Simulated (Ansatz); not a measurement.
Base system: WSe2 (space group P6_3/mmc, No. 194; a = 3.230 Å, c = 12.411 Å; layered, stacked along the Cartesian z axis). Axes: x lies along a and z along c of the hexagonal cell.

Computed with PBEsol-D3(BJ) in Ansatz (plane waves to 420 eV, PAW, scalar-relativistic without spin-orbit coupling).

Now apply this change: the cell is compressed by 1.80 % along z with no lateral relaxation, atoms relaxed at fixed cell.

Task: Predict the stress tensor and what it implies for the stiffness.

Result: Stress of the strained cell less that of the base (GPa, compression positive):
```
   0.46    0.00    0.00
   0.00    0.46    0.00
   0.00    0.00    2.21
```

Then −Δσ_ii/ε with ε = -0.0180 gives secant stiffness values (nonlinear terms included at this strain): C33 ≈ 123 GPa, C13 ≈ 25 GPa and C23 ≈ 25 GPa.

Whether these cells are dynamically stable was not tested.

Ansatz is a program for electronic structure.
